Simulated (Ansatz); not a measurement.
Cells marked so need not be the phases stable at ambient conditions, and some may be hypothetical.

The gap is the functional's own, uncorrected, and κ follows it; spin-orbit coupling is left out. Mid-gap values are interpolated between the computed energies.

A. Tl₂WO₄ (P-3m1, not sure to be the ambient phase, 14 atoms a cell, 22.8 Å³ an atom, -4 GPa at this level), along the normal of (001)
B. LaAsO4 (I4_1/a, not sure to be the ambient phase, 12 atoms a cell, 13.3 Å³ an atom), along the normal of (110)
C. Ga$_{2}$HgTe$_{4}$ (I-4, not sure to be the ambient phase, 7 atoms a cell, 32.8 Å³ an atom), along the normal of (001)

Rank these by mid-gap decay constant of the slowest evanescent state (lowest first), as r2SCAN run with Ansatz (a program for electronic structure) gives it.

C (0.12 1/Å), B (0.38 1/Å), A (0.44 1/Å)
